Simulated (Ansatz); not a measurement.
Take MgS in the rock salt structure (space group Fm-3m, No. 225) as the base.

```
CELL_PARAMETERS angstrom
      0.00000     2.61485     2.61485
      2.61485     0.00000     2.61485
      2.61485     2.61485     0.00000
ATOMIC_POSITIONS crystal
  S  0.00000 0.00000 0.00000
  Mg 0.50000 0.50000 0.50000
```

Computed with Ansatz (a program for electronic structure) PBE, no spin-orbit coupling.

For the base:

The smallest direct gap comes out as 3.60 eV and the electron mass is 0.52 mₑ along k, 0.29 mₑ across (at X). The band gap is 2.76 eV and the lattice parameter a comes out as 5.230 Å.

Modification: cell and atoms relaxed at a pressure of 75 GPa.

How does this affect the smallest direct gap, electron mass, band gap and lattice parameter a?

The smallest direct gap goes up by 1.75 eV to 5.35 eV; the electron mass goes from 0.52 mₑ along k, 0.29 mₑ across (at X) to 1.1 mₑ along k, 0.20 mₑ across (at X); the band gap falls by 0.25 eV to 2.51 eV; the lattice parameter a falls by 0.6942 Å (5.230 Å → 4.535 Å).

Load acts through the strain it causes; cell and atoms are relaxed under it. Masses are band curvatures over ±0.01 Å⁻¹ around the edge. Along k means along the line from Γ to the band edge. Stability against distortions was not tested. Competing high-pressure phases were not computed.
